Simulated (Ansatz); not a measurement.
Given:

```yaml
crystal:
  lattice:
    - [3.61876, 0.00000, 0.00000]
    - [-1.80938, 3.13394, 0.00000]
    - [0.00000, 0.00000, 6.05290]
  atoms:
    - { symbol: Ti, position: [0.00000, 0.00000, 0.00000] }
    - { symbol: Te, position: [0.33333, 0.66667, 0.28190] }
    - { symbol: Te, position: [0.66667, 0.33333, 0.71810] }
```

No spin polarisation.

All numbers come from Ansatz (an electronic-structure program) PBEsol-D3(BJ), scalar-relativistic without spin-orbit coupling. Settings: 18×18×10 k-points, 0.1 eV Fermi–Dirac smearing.

Predict the stress and band gap.

The stress (xx, yy, zz, yz, xz, xy; compression positive) is (1.1, 1.1, 3.2, 0.0, 0.0, 0.0) GPa. The band gap comes out as zero.

The cells carry an imposed strain or load. Stability against distortions was not tested. All final runs are without spin polarisation. The cell was made from TiTe$_{2}$ in the CdI2 type structure (space group P-3m1, No. 164; layered, stacked along the Cartesian z axis) by this change: uniaxial strain ε_zz = −2.77 %.
